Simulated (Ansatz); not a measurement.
Functionals compared on the (310) surface of bcc Mo in its 1x1 cell, outermost plane spacing 1.00 Å in the ideal cut, in Ansatz (plane waves, PAW). The structure was relaxed with PBE; the other rows are single points on it, each with its references at the same level. Cutoff 420 eV (500 eV for r2SCAN).

Set-up: 11 atoms, 10.0 Å thick at the start (thin: gaps and levels are the slab's own); mesh 12x8x1; 0.1 eV smearing; dipole correction on; all atoms relaxed; held to the part of the start's symmetry that mesh and held atoms allow; no spin, no spin-orbit, no U. These notes are the PBE run's.

```csv
functional,surface energy (J/m²),work function of the top face (eV),rough cost of the single point
PBE,3.13,3.87,–
LDA,3.55,4.17,very roughly 90 core-seconds
PBEsol,3.45,3.96,very roughly 90 core-seconds
RPBE,2.93,3.71,around 90 core-seconds (rough)
r2SCAN,3.35,3.84,about 3 core-minutes (a rough figure)
```

Ansatz is a program for electronic structure.
